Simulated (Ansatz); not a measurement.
Given:

```xyz
2
Lattice="0.0000 2.7257 2.7257 2.7257 0.0000 2.7257 2.7257 2.7257 0.0000" Properties=species:S:1:pos:R:3 pbc="T T T"
P      1.3628     1.3628     1.3628
Ga     0.0000     0.0000     0.0000
```

No spin polarisation.

Level of theory: plane-wave PAW DFT at the r2SCAN level (Ansatz, a quantum-chemistry and plane-wave program, 500 eV), no spin-orbit coupling. k-mesh 10×10×10 (Γ-centred); smearing 0.05 eV (Fermi–Dirac).

**Question.** Predict the hole mass and width of the top valence band.

**Answer.** Hole mass (degenerate bands, along [100]): 0.13, 0.37, 0.37 mₑ (at Γ)
Width of the top valence band: 3.54 eV

The levels and masses belong to the bands next to the band gap. Effective masses come from finite differences of ±0.01 Å⁻¹. Stability against distortions was not tested. The cell was made from GaSb by this change: Sb → P.
